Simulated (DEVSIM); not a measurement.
System: Ni/Si3N4/p-Ge capacitor, at 400 K.

| layer (left to right) | material | thickness (nm) | Na (cm⁻³) |
|---|---|---|---|
| 1 | Si3N4 | 27.0 | - |
| 2 | Ge | 1600 | 2.8e17 |

Metal gate on the left, work function 5.1 eV. Fixed charge at the semiconductor interface 3.5e10 cm⁻² (in units of +e); no interface traps.

Constants are typed, rounded textbook-type inputs, not results; the design itself was drawn at random and stands for no fabricated device. Values at 300 K; Nc and Nv go as T^1.5, mobilities as T to minus their exponent, the gap by Varshni's rule with the affinity fixed.

| parameter | Si3N4 | Ge |
|---|---|---|
| gap (eV) | 5.1 | 0.664 |
| affinity (eV) | 2.1 | 4 |
| permittivity | 7.5 | 16 |
| Nc (cm⁻³) | - | 1.04e19 |
| Nv (cm⁻³) | - | 6e18 |
| Varshni α (eV/K) | - | 0.000477 |
| Varshni β (K) | - | 235 |

Simulated with DEVSIM: 1D Poisson equation in equilibrium, Boltzmann statistics, complete ionisation; no quantum confinement or tunnelling. Metal contacts follow the ideal Schottky-Mott rule: no Fermi-level pinning, no interface dipoles.

Problem. Tabulate band edges, carrier densities and field at 1.2 V on the gate.

Solution. Energies count from the Fermi level of the right contact; mesh points crowd at the junctions.

| x (μm) | Ec (eV) | Ev (eV) | n (cm⁻³) | p (cm⁻³) | field (V/cm) |
|---|---|---|---|---|---|
| 0.000 | 1.800 | -3.300 | < 1e2 | < 1e2 | 170000 |
| 0.001402 | 1.824 | -3.276 | < 1e2 | < 1e2 | 170000 |
| 0.004347 | 1.874 | -3.226 | < 1e2 | < 1e2 | 170000 |
| 0.01018 | 1.973 | -3.127 | < 1e2 | < 1e2 | 170000 |
| 0.02102 | 2.158 | -2.942 | < 1e2 | < 1e2 | 170000 |
| 0.02482 | 2.222 | -2.878 | < 1e2 | < 1e2 | 170000 |
| 0.02663 | 2.253 | -2.847 | < 1e2 | < 1e2 | 170000 |
| 0.02837 | 0.370 | -0.254 | 3.5e14 | 5.9e15 | 79000 |
| 0.03135 | 0.393 | -0.231 | 1.8e14 | 1.1e16 | 70000 |
| 0.03826 | 0.434 | -0.190 | 5.4e13 | 3.7e16 | 50000 |
| 0.05383 | 0.484 | -0.140 | 1.3e13 | 1.6e17 | 17000 |
| 0.1085 | 0.503 | -0.121 | 7.3e12 | 2.8e17 | 110 |
| 0.2122 | 0.504 | -0.121 | 7.2e12 | 2.8e17 | ≈ 0 |
| 0.4458 | 0.504 | -0.121 | 7.2e12 | 2.8e17 | ≈ 0 |
| 1.076 | 0.504 | -0.121 | 7.2e12 | 2.8e17 | ≈ 0 |
| 1.383 | 0.504 | -0.121 | 7.2e12 | 2.8e17 | ≈ 0 |
| 1.519 | 0.504 | -0.121 | 7.2e12 | 2.8e17 | ≈ 0 |
| 1.580 | 0.504 | -0.121 | 7.2e12 | 2.8e17 | ≈ 0 |
| 1.612 | 0.504 | -0.121 | 7.2e12 | 2.8e17 | ≈ 0 |
| 1.621 | 0.504 | -0.121 | 7.2e12 | 2.8e17 | ≈ 0 |
| 1.625 | 0.504 | -0.121 | 7.2e12 | 2.8e17 | ≈ 0 |
| 1.627 | 0.504 | -0.121 | 7.2e12 | 2.8e17 | ≈ 0 |
